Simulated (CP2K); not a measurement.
Band structure of Sr2CdAu3 (Cm, 6 atoms in the cell).

```
Sr2CdAu3
1.0
    6.11372     0.00000     0.00000
    4.17061     4.47031     0.00000
   -4.69560    -2.04104     5.72055
Sr Cd Au
2 1 3
Cartesian
  1.84085   0.80017   4.57884
  3.70921   1.61229   1.17266
 -1.11851  -0.48619   3.44125
  6.82243   2.96552   2.23582
  4.84258   2.10493   4.53193
  0.66979   0.29114   1.20109
```

Computed with LDA (Pade form), GPW, DZVP-MOLOPT-SR-GTH basis, GTH-PADE potentials (GTH_POTENTIALS) (CP2K 2026.2).

Settings: CUTOFF = 500 Ry; REL_CUTOFF = 50 Ry; SMEAR/METHOD = GAUSSIAN; SIGMA = 0.05 eV; KPOINTS/SCHEME = MACDONALD 4 4 3 0.125 0.125 0; XC_FUNCTIONAL = PADE; Sr/BASIS_SET = DZVP-MOLOPT-SR-GTH-q10; Sr/POTENTIAL = GTH-PADE-q10; Cd/BASIS_SET = DZVP-MOLOPT-SR-GTH-q12; Cd/POTENTIAL = GTH-PADE-q12; Au/BASIS_SET = DZVP-MOLOPT-SR-GTH-q11; Au/POTENTIAL = GTH-PADE-q11; METHOD = GPW; EPS_DEFAULT = 1e-10.

The starting cell comes from a database of computed structures (which also holds hypothetical and non-ambient phases and stackings), without a prior relaxation at this level. Its lattice was rescaled by a random factor within 2.5 % of one. Spin-orbit coupling is off. Values carry the incompleteness of an atom-centred basis.

Levels in eV from the Fermi level, bands 29 to 34:
```json
[
 {"point": "X", "29": "-3.52", "30": "-3.49", "31": "-1.01", "32": "-0.65", "33": "0.53", "34": "0.63"},
 {"point": "Γ", "29": "-3.31", "30": "-2.41", "31": "-1.76", "32": "0.04", "33": "0.17", "34": "0.27"}
]
```

Bands cross the Fermi level along this path, so the cell is metallic at this level.

Higher empty bands are left out: an atom-centred basis made for the valence describes them poorly.
